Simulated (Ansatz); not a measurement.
Start from La (space group P6_3/mmc, No. 194; a = 3.7835 Å, c = 12.0681 Å; relaxed with 0.1 eV smearing). Axes: x lies along a and z along c of the hexagonal cell.

Calculations: plane-wave PAW DFT at the r2SCAN level (Ansatz, a quantum-chemistry and plane-wave program, 500 eV), no spin-orbit coupling.

One thing is altered: compressive biaxial strain of 2.46 % in the plane normal to [001], as in epitaxy on a mismatched substrate; the out-of-plane cell vector and the atoms relax.

Task: What does the calculation give for the out-of-plane strain and in-plane stress after the change?

Result: The out-of-plane strain comes out as +0.97 %; the mean in-plane stress (compression positive) comes out as +1.5 GPa.

Whether these cells are dynamically stable was not tested.
